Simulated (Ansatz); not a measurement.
The starting structures come from a database of crystals and need not be the phases stable at ambient conditions.

 Where the default PAW files enter, the runs use the earlier of Ansatz's two default sets.

Tunnelling through a barrier is set by its complex band structure: the current falls as exp(−2κd) with the smallest κ.

Here is the system:

```
CELL_PARAMETERS angstrom
      3.08237     0.00000     0.00000
     -1.54119     2.66941     0.00000
      0.00000     0.00000     5.09689
ATOMIC_POSITIONS crystal
  Al 0.00000 0.00000 0.99926
  Ga 0.66667 0.33333 0.49717
  N  0.66667 0.33333 0.11180
  N  0.00000 0.00000 0.62816
```

Space group of this cell: P3m1. The cell is strained (lengths across the current scaled by 0.98, ions clamped); by r2SCAN its mean pressure is 8.7 GPa.

Transport runs along the normal of the first two printed cell vectors, the (001) (indices of the unstrained crystal) plane of the conventional cell.

No gap correction and no spin-orbit coupling; mid-gap values are interpolated between computed energies.

Q: Give the band gap and the smallest decay constant κ at mid-gap that Ansatz (a program for electronic structure) with r2SCAN yields.

A: Gap 3.61 eV on a 12×12×6 mesh; κ = 0.236 1/Å, at the zone centre.
